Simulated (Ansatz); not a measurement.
# MgTe: band gap against strain

MgTe (wurtzite, P6_3mc, 32.298 Å³/atom at rest, c along z) under a strain ε along c (axis z), the other axes held. LDA in Ansatz, a plane-wave DFT program (PAW, default set), 420 eV, 9×9×5 Γ-centred mesh, Fermi-Dirac smearing 0.05 eV; ions are relaxed within the symmetry of each cell. Gaps are the smallest over the k-mesh and a band path, without spin-orbit coupling; in all rows the valence edge lies at Γ and the conduction edge at Γ.

Here s stands for strain and Eg for gap.

| strain (%) | gap (eV) |
|---|---|
| 0.00 | 2.427 |
| 0.60 | 2.392 |
| 1.20 | 2.348 |
| 1.80 | 2.303 |
| 3.00 | ? |

Fit Eg of the 4 rows that show it with a straight line. Means: s 0.90000, Eg 2.3675. About the means, the sum of products is -0.12480 and the sum of squares of s is 1.8000; the slope is their ratio. Least squares gives Eg = 2.4299 - 0.06933·s. Residuals (row less fit): -0.0029, 0.0037, 0.0013, -0.0021; standard error 0.0038 (degrees of freedom: 2). Over these rows the gap moves by -6.9 ± 0.3 eV per unit strain.

Question: What does the fit predict for Eg at s = 3.00, and how far is the calculated value from it?

Answer: Eg = 2.4299 - 0.06933 × 3.0 = 2.2219 eV. The calculation gives 2.212 eV, 0.0099 eV below the prediction (4.6 % of the range of Eg in the table). The row lies outside the fitted rows, so this is an extrapolation. From the scatter of the fitted rows alone, a prediction at this place has a standard error of 0.0072 eV, so the miss is 1.4 times that.

One order more doesn't follow all runs of the series either: the slope changes along it, as where another band or valley takes over. Spin-orbit coupling is left out, which can shift this property for MgTe. Rows are the converged runs of the series near zero and its far end; series whose fitted rows scatter by over a few per cent of the range, as at a crossing or softening among them, aren't shown in this form. Most that stay on the fit to the last digits aren't either.
